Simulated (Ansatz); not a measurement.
BAs, response to strain

The parent structure is BAs in the zinc blende structure (space group F-43m, No. 216; a = 4.7677 Å). Axes: x, y, z lie along the cube axes.

Strains are applied to the cell and any free atomic positions relax; under biaxial strain the out-of-plane vector relaxes too.

Method: PBEsol (Ansatz, a program for electronic structure; PAW; 420 eV plane waves; no spin-orbit coupling), earlier PAW set.

Candidates:
(a) isotropic strain +0.54 %
(b) isotropic strain −0.49 %
(c) isotropic strain −3.18 %
(d) biaxial strain −1.32 %, plane normal [111], relaxed out of plane
(e) tensor shear ε_yz = −3.68 %

For the base:

Smallest direct gap: 3.25 eV

Question: Order them by smallest direct gap, lowest first.

Answer: (e) tensor shear ε_yz = −3.68 % (2.37 eV), (d) biaxial strain −1.32 %, plane normal [111], relaxed out of plane (3.03 eV), (a) isotropic strain +0.54 % (3.23 eV), (b) isotropic strain −0.49 % (3.27 eV), (c) isotropic strain −3.18 % (3.38 eV)

Stability against distortions was not tested.
